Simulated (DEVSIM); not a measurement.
System: abrupt GaAs n-p junction, at 350 K.

```csv
layer (left to right),material,thickness (μm),Nd (cm⁻³),Na (cm⁻³),τn (s),τp (s)
1,GaAs,37.0,5.3e16,-,5.2e-10,5.2e-10
2,GaAs,17.0,-,2.1e14,5.2e-10,5.2e-10
```

Left contact: ohmic. Right contact: ohmic. Voltage is applied to the left contact. Recombination: SRH at mid-gap, radiative, Auger. Mobility is constant in doping.

Constants are typed, rounded textbook-type inputs, not results; the design itself was drawn at random and stands for no fabricated device. Values at 300 K; Nc and Nv go as T^1.5, mobilities as T to minus their exponent, the gap by Varshni's rule with the affinity fixed.

```csv
parameter,GaAs
gap (eV),1.424
affinity (eV),4.07
permittivity,12.9
Nc (cm⁻³),4.7e17
Nv (cm⁻³),9e18
μn (cm²/Vs),8500
μp (cm²/Vs),400
T exponent of μn,2.1
T exponent of μp,2.2
B (cm³/s),2e-10
Cn (cm⁶/s),1e-30
Cp (cm⁶/s),1e-30
Varshni α (eV/K),0.000541
Varshni β (K),204
```

DEVSIM, 1D drift-diffusion, Boltzmann statistics, complete ionisation; no tunnelling, impact ionisation, image-force lowering or self-heating.

The temperature was swept, all else fixed.

```csv
temperature (K),dark forward voltage at 1 A/cm² (V),potential step across the device at zero bias (V),largest field in the device at zero bias (V/cm)
250,1.046,1.181,13000
300,0.950,1.092,13000
350,0.860,1.000,14000
400,0.775,0.905,15000
450,(withheld),0.808,15000
500,0.621,0.709,16000
```

What belongs in the gaps?


- 450, dark forward voltage at 1 A/cm² (V): 0.695
